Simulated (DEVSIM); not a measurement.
System: Si p+/n-/n+ power diode, at 350 K.

| layer (left to right) | material | thickness (μm) | Nd (cm⁻³) | Na (cm⁻³) | τn (s) | τp (s) |
|---|---|---|---|---|---|---|
| 1 | Si | 3.20 | - | 3.4e18 | 4.7e-6 | 4.7e-6 |
| 2 | Si | 77.0 | 9.1e15 | - | 4.7e-6 | 4.7e-6 |
| 3 | Si | 6.90 | 1.3e18 | - | 4.7e-6 | 4.7e-6 |

Left contact: ohmic. Right contact: ohmic. Voltage is applied to the left contact. Recombination: SRH at mid-gap, radiative, Auger. Mobility is μmin + (μ − μmin)/(1 + (N/Nref)^α).

The device is made up for the run: typed textbook-type constants, with dimensions and the other settings drawn at random. Values at 300 K; Nc and Nv go as T^1.5, mobilities as T to minus their exponent, the gap by Varshni's rule with the affinity fixed.

| parameter | Si |
|---|---|
| gap (eV) | 1.124 |
| affinity (eV) | 4.05 |
| permittivity | 11.7 |
| Nc (cm⁻³) | 2.86e19 |
| Nv (cm⁻³) | 3.1e19 |
| μn (cm²/Vs) | 1417 |
| μp (cm²/Vs) | 470 |
| μn,min | 52 |
| μp,min | 45 |
| Nref,n | 9.7e16 |
| Nref,p | 2.2e17 |
| αn | 0.68 |
| αp | 0.72 |
| T exponent of μn | 2.3 |
| T exponent of μp | 2.2 |
| B (cm³/s) | 4.7e-15 |
| Cn (cm⁶/s) | 2.8e-31 |
| Cp (cm⁶/s) | 9.9e-32 |
| Varshni α (eV/K) | 0.000473 |
| Varshni β (K) | 636 |

Simulated with DEVSIM: 1D drift-diffusion, Boltzmann statistics, complete ionisation; no tunnelling, impact ionisation, image-force lowering or self-heating.

Base results: dark forward voltage at 1 A/cm² (V) 0.613; dark forward voltage at 100 A/cm² (V) 0.828.

**Question.** What follows from this one change: thickness of layer 3 6.9 → 21 μm?

**Answer.** dark forward voltage at 1 A/cm² little changed (0.613 V); dark forward voltage at 100 A/cm² 0.828 → 0.835 V.

**Question.** What follows from this one change: thickness of layer 2 77 → 230 μm?

**Answer.** dark forward voltage at 1 A/cm² little changed (0.609 V); dark forward voltage at 100 A/cm² 0.828 → 0.894 V.

**Question.** What follows from this one change: constant mobility in place of the doping-dependent one?

**Answer.** dark forward voltage at 1 A/cm² 0.613 → 0.599 V; dark forward voltage at 100 A/cm² 0.828 → 0.796 V.
